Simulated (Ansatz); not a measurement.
For white tin (β-Sn), rVV10 (Ansatz, a first-principles code, plane waves, PAW) gives:

```
Property               Value
-------------------  -------
lattice constant a   6.014 Å
lattice parameter c  3.254 Å
```

**Question.** What does Hartree–Fock (plane waves, PAW; Ansatz) give for the same quantities?

**Answer.** 
- lattice constant a: 5.965 Å (drops by 0.8 %)
- lattice parameter c: 3.254 Å (is nearly the same)

For comparison: lattice constant a 5.831 Å (measured, 293 K, no zero-point or thermal correction; as tabulated in Wikipedia's data pages); lattice parameter c 3.181 Å (measured, 293 K, no zero-point or thermal correction; as tabulated in Wikipedia's data pages).

Changes are worked out from the printed values.

Unless a cell is named, each level is at its own relaxed cell (rVV10 29.43, Hartree–Fock 28.95 Å³/atom).

Ansatz's density-functional and Hartree–Fock values are scalar-relativistic unless marked +SOC, with PAW data made under PBE.
